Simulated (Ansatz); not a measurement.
The parent structure is BN in the wurtzite structure (space group P6_3mc, No. 186).

```
BN
1.0
    2.55452     0.00000     0.00000
   -1.27726     2.21228     0.00000
    0.00000     0.00000     4.22456
B N
2 2
Cartesian
  0.00000   1.47485   0.00080
  1.27726   0.73743   2.11308
  0.00000   1.47485   1.58341
  1.27726   0.73743   3.69569
```

Cartesian axes are those of the cell as printed.

The values are results of PBE (Ansatz, a first-principles code), no SOC, not measurements.

Strains are applied to the cell and any free atomic positions relax.

One change was made to it. Results:

The energy rises by 18 meV/atom; the shortest interatomic distance falls by 2.9 pm (156.7 pm → 153.8 pm).

Problem. Which change produced these results?
A. uniaxial strain ε_zz = −1.80 %
B. uniaxial strain ε_zz = −1.20 %
C. uniaxial strain ε_zz = −3.00 %
D. uniaxial strain ε_zz = −0.60 %

Solution. C, uniaxial strain ε_zz = −3.00 %. For comparison, the energy relative to the base in the other runs: uniaxial strain ε_zz = −1.80 % gives +6.4 meV/atom; uniaxial strain ε_zz = −1.20 % gives +2.8 meV/atom; uniaxial strain ε_zz = −0.60 % gives +0.7 meV/atom.

Whether these cells are dynamically stable was not tested.
